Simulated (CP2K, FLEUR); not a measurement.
A FLEUR input for a self-consistent single point of a sheet of PtSe₂ (3 atoms in the cell) (DFT, PBE, all-electron FLAPW (FLEUR, film geometry), scalar-relativistic valence):

Input of the input generator:

```
PtSe2 FLAPW
&input film=t /
6.8394030090 -0.0000000914 0.0000000000
-3.4197014253 5.9230967982 0.0000000000
0.0000000000 0.0000000000 14.6352499907 11.6352499907
1.0
1.0 1.0 1.0

3
78 0.0000000000 0.0000000000 0.0000000000
34 0.3333333333 0.6666666667 2.8176249953
34 0.6666666667 0.3333333333 -2.8176249953

&comp jspins=1 /
&kpt div1=9 div2=9 div3=1 /
&end /
```

```xml
<?xml version="1.0" encoding="UTF-8" standalone="no"?>
<fleurInput fleurInputVersion="0.39">
   <comment>
      PtSe2 FLAPW                                                                                         
   </comment>
   <calculationSetup>
      <cutoffs Kmax="3.6" Gmax="12.6" GmaxXC="12.6" numbands="0"/>
      <scfLoop itmax="80" minDistance="0.00001" maxIterBroyd="99" imix="Anderson" alpha="0.05" precondParam="0.8" spinf="2.0"/>
      <coreElectrons ctail="T" frcor="F" kcrel="0" coretail_lmax="0"/>
      <xcFunctional name="pbe" relativisticCorrections="F"/>
      <magnetism jspins="1"/>
      <soc l_soc="F" theta="0.0" phi="0.0" spav="F"/>
      <expertModes spex="0" secvar="F"/>
      <geometryOptimization l_f="T" forcealpha="1.0" forcemix="BFGS" epsdisp="0.00001" epsforce="0.00001"/>
      <ldaU l_linMix="F" mixParam="0.05" spinf="1.0"/>
   </calculationSetup>
   <cell>
      <bzIntegration valenceElectrons="48.0" mode="gauss" fermiSmearingEnergy="0.00499791">
         <kPointListSelection listName="default-1"/>
         <!-- k-points included here -->
         <xi:include xmlns:xi="http://www.w3.org/2001/XInclude" href="kpts.xml"> </xi:include>
      </bzIntegration>
      <!-- symmetry operations included here -->
      <xi:include xmlns:xi="http://www.w3.org/2001/XInclude" href="sym.xml"> </xi:include>
      <filmLattice scale="1.0" dVac="12.4400" dTilda="14.9400">
         <bravaisMatrixFilm>
            <row-1>    6.8394030089999998    -0.0000000914000000</row-1>
            <row-2>   -3.4197014253000000     5.9230967981999996</row-2>
         </bravaisMatrixFilm>
         <vacuumEnergyParameters vacuum="1" spinUp="-.25" spinDown="-.25"/>
      </filmLattice>
   </cell>
   <atomSpecies>
      <species name="Platinum (Pt)" element="Pt" atomicNumber="78">
         <mtSphere radius="2.20" gridPoints="761" logIncrement="0.017"/>
         <atomicCutoffs lmax="8" lnonsphr="6"/>
         <electronConfig flipSpins="F">
            <coreConfig>(1s1/2) (2s1/2) (2p1/2) (2p3/2) (3s1/2) (3p1/2) (3p3/2) (4s1/2) (3d3/2) (3d5/2) (4p1/2) (4p3/2) (5s1/2) (4d3/2) (4d5/2) (4f5/2) (4f7/2)</coreConfig>
            <valenceConfig>(5p1/2) (5p3/2) (6s1/2) (5d3/2) (5d5/2)</valenceConfig>
            <stateOccupation state="(6s1/2)" spinUp="0.5" spinDown="0.5"/>
            <stateOccupation state="(5d3/2)" spinUp="1.8" spinDown="1.8"/>
            <stateOccupation state="(5d5/2)" spinUp="2.7" spinDown="2.7"/>
         </electronConfig>
         <energyParameters s="6" p="6" d="5" f="5"/>
         <lo type="SCLO" l="1" n="5" eDeriv="0"/>
      </species>
      <species name="Selenium (Se)" element="Se" atomicNumber="34">
         <mtSphere radius="2.20" gridPoints="761" logIncrement="0.016"/>
         <atomicCutoffs lmax="8" lnonsphr="6"/>
         <electronConfig flipSpins="F">
            <coreConfig>(1s1/2) (2s1/2) (2p1/2) (2p3/2) (3s1/2) (3p1/2) (3p3/2)</coreConfig>
            <valenceConfig>(4s1/2) (3d3/2) (3d5/2) (4p1/2) (4p3/2)</valenceConfig>
            <stateOccupation state="(4p1/2)" spinUp="0.6666666666667" spinDown="0.6666666666667"/>
            <stateOccupation state="(4p3/2)" spinUp="1.3333333333333" spinDown="1.3333333333333"/>
         </electronConfig>
         <energyParameters s="4" p="4" d="3" f="4"/>
      </species>
   </atomSpecies>
   <atomGroups>
      <atomGroup species="Platinum (Pt)">
         <filmPos label="                   1">.0000000000 .0000000000 .0000000000</filmPos>
         <force calculate="T" relaxXYZ="TTT"/>
      </atomGroup>
      <atomGroup species="Selenium (Se)">
         <filmPos label="                   2">1.000/3.000 -1.000/3.000 2.8176249953</filmPos>
         <filmPos label="                   3">-1.000/3.000 1.000/3.000 -2.8176249953</filmPos>
         <force calculate="T" relaxXYZ="TTT"/>
      </atomGroup>
   </atomGroups>
   <output dos="F" band="F" slice="F">
      <checks vchk="F" cdinf="F"/>
      <bandDOS minEnergy="-.5*Htr" maxEnergy="0.5*Htr" sigma="0.015" storeEVData="T"/>
      <vacuumDOS vacdos="F" integ="F" star="F" nstars="0" locx1="0.0" locy1="0.0" locx2="0.0" locy2="0.0" nstm="0" tworkf="0.0"/>
      <unfoldingBand unfoldBand="F" supercellX="1" supercellY="1" supercellZ="1"/>
      <plotting iplot="0" polar="F">
         <plot TwoD="T" vec1="  1.0  0.0  0.0" vec2="  0.0  1.0  0.0" vec3="  0.0  0.0  1.0" zero="  0.0  0.0 -0.5" file="plot"/>
      </plotting>
      <chargeDensitySlicing numkpt="0" minEigenval="0.0" maxEigenval="0.0" nnne="0" pallst="F"/>
      <specialOutput eonly="F"/>
      <magneticCircularDichroism mcd="F" energyLo="-10.0" energyUp="0.0"/>
   </output>
  <!-- We include the file relax.xml here to enable relaxations (see documentation) -->
  <xi:include xmlns:xi="http://www.w3.org/2001/XInclude" href="relax.xml"> <xi:fallback/> </xi:include>
</fleurInput>
```

Q: Translate this input to CP2K.

A: This is the input that was run; spellings and numerical settings could be chosen otherwise.

```
&GLOBAL
  PROJECT scf
  RUN_TYPE ENERGY_FORCE
  PRINT_LEVEL LOW
&END GLOBAL
&FORCE_EVAL
  METHOD Quickstep
  STRESS_TENSOR ANALYTICAL
  &DFT
    BASIS_SET_FILE_NAME BASIS_MOLOPT
    POTENTIAL_FILE_NAME GTH_POTENTIALS
    &QS
      METHOD GPW
      EPS_DEFAULT 1E-11
    &END QS
    &MGRID
      CUTOFF 500
      REL_CUTOFF 50
      NGRIDS 5
    &END MGRID
    &SCF
      SCF_GUESS ATOMIC
      EPS_SCF 1E-6
      MAX_SCF 100
      ADDED_MOS 6
      &DIAGONALIZATION
        ALGORITHM STANDARD
      &END DIAGONALIZATION
      &MIXING
        METHOD BROYDEN_MIXING
        ALPHA 0.3
        NBUFFER 12
        BETA 1.5
      &END MIXING
      &SMEAR ON
        METHOD GAUSSIAN
        SIGMA [eV] 0.136
      &END SMEAR
    &END SCF
    &KPOINTS
      SCHEME MONKHORST-PACK 9 9 1
    &END KPOINTS
    &XC
      &XC_FUNCTIONAL PBE
      &END XC_FUNCTIONAL
    &END XC
    &PRINT
      &MO
        EIGENVALUES T
        OCCUPATION_NUMBERS T
        NDIGITS 8
        FILENAME mo
        &EACH
          QS_SCF 0
        &END EACH
        ADD_LAST NUMERIC
      &END MO
      &MULLIKEN OFF
      &END MULLIKEN
    &END PRINT
  &END DFT
  &SUBSYS
    &CELL
      ABC 3.61925600 3.61925631 16.98203800
      ALPHA_BETA_GAMMA 90.00000000 90.00000000 119.99999714
      PERIODIC XYZ
    &END CELL
    &COORD
      SCALED
      Pt       0.00000000     0.00000000     0.50000000
      Se       0.33333300     0.66666700     0.58780000
      Se       0.66666700     0.33333300     0.41220000
    &END COORD
    &KIND Pt
      BASIS_SET DZVP-MOLOPT-SR-GTH
      POTENTIAL GTH-PBE-q18
    &END KIND
    &KIND Se
      BASIS_SET DZVP-MOLOPT-SR-GTH
      POTENTIAL GTH-PBE-q6
    &END KIND
  &END SUBSYS
  &PRINT
    &FORCES ON
    &END FORCES
    &STRESS_TENSOR ON
    &END STRESS_TENSOR
  &END PRINT
&END FORCE_EVAL
```

Basis, cutoffs, solver keys and any potentials are the target program's own. This input uses DFT PBE, GPW, DZVP-MOLOPT-SR-GTH basis, GTH-PBE potentials (GTH_POTENTIALS).

The starting cell was generated: these elements placed on a structure prototype, without a prior relaxation; it need not be a known phase or ordering of this composition. Its lattice was rescaled in the plane by a random factor within 2.5 % of one.
